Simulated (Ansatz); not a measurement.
P (model structure, started from the lonsdaleite type, P6₃/mmc, No. 194, 4 atoms in the cell) was calculated with LDA (plane waves, PAW; Ansatz, a program for electronic structure).

Settings: plane-wave cutoff 520 eV, 18×18×6 k mesh (along the axes of the cell as run), Fermi–Dirac smearing 0.05 eV, scalar-relativistic PAW data made under PBE.

Cell (relaxed with PBEsol):

```xyz
4
Lattice="3.2361 0.0000 0.0000 -1.6181 2.8026 0.0000 0.0000 0.0000 11.4670" Properties=species:S:1:pos:R:3 pbc="T T T"
P      0.0000     1.8684     0.6230
P      1.6181     0.9342     6.3565
P      1.6181     0.9342    10.8440
P      0.0000     1.8684     5.1105
```

**Question.** Estimate the band gap and direct gap at Γ that the calculation returns.

**Answer.** 
- band gap: 1.36 eV (on the SCF k mesh)
- direct gap at Γ: 3.90 eV

Note: the relaxation could raise the start's symmetry but not lower it, so the cell can be a saddle point; cell and atoms aren't relaxed at this level (largest force component 0.15 eV/Å, pressure -1.2 GPa).

A model structure was made by putting elements into a prototype or built by hand; it is no filed structure, need not be a known phase, and can be a saddle point held by its symmetry.
